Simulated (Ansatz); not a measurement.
```xyz
6
Lattice="5.2172 0.0000 0.0000 -2.6086 4.5182 0.0000 0.0000 0.0000 4.1760" Properties=species:S:1:pos:R:3 pbc="T T T"
Co     2.6086     0.0000     0.0000
Co     1.3043     2.2591     0.0000
Co    -1.3043     2.2591     0.0000
Sn     0.0000     0.0000     0.0000
Sn     0.0000     3.0122     2.0880
Sn     2.6086     1.5061     2.0880
```

The cell was generated from a structure type, relaxed within its symmetry, and need not be the phase found at ambient conditions. Spin-orbit coupling is not included.

Task: What linear thermal expansion coefficients do the quasi-harmonic free energy on PBEsol density-functional theory in Ansatz (plane waves, PAW) give at 700 K, and what isobaric heat capacity per mole of formula units and Grüneisen parameter?

Result: α in the basal plane = 11.2 × 10⁻⁶ K⁻¹; α along c = 18.2 × 10⁻⁶ K⁻¹; C_P = 55.2 J/(mol K); γ = 1.96. Whether this phase is the stable one at each condition was not tested.

The PAW data sets were generated under PBE and serve the other functionals too.

Ansatz is a program for electronic structure.
